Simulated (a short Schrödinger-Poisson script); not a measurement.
From a short Schrödinger-Poisson script (our own, NumPy): one-band effective-mass equation with BenDaniel-Duke matching, electrons, heavy and light holes apart, hard walls at the outer ends, one valence edge for both holes (no strain splitting), no charge, excitons, band mixing or non-parabolicity; under a field the levels are quasi-bound states of a box, listed while three quarters of their weight lies within 4 nm of the wells.

Structure: single In0.53Ga0.47As/InP quantum well.

From the first side: 20 nm InP; 10 nm In0.53Ga0.47As; 20 nm InP.

Constants are typed, rounded textbook-type inputs, not results; the design itself was drawn at random and stands for no fabricated device. In0.53Ga0.47As: direct gap (eV) 0.74, conduction-band edge (eV) 0, electron mass (mₑ) 0.041, heavy-hole mass 0.38, light-hole mass 0.052. InP: direct gap (eV) 1.344, conduction-band edge (eV) 0.25, electron mass (mₑ) 0.08, heavy-hole mass 0.53, light-hole mass 0.12.

The valence-band edge of each layer lies one gap below its conduction-band edge. The electron's potential energy rises along the stack by the applied field. Mesh 0.03 nm at interfaces.

Give the e1-hh1 transition at zero applied field (eV); the e1 above the well's band edge (meV); the shift of e1-hh1 at 71.2 kV/cm (meV).

e1-hh1 transition at zero applied field (eV): 0.787; e1 above the well's band edge (meV): 39.3; shift of e1-hh1 at 71.2 kV/cm (meV): -10.8. Excitons are left out, and strain enters only through the typed gaps and offsets, so measured lines lie elsewhere.
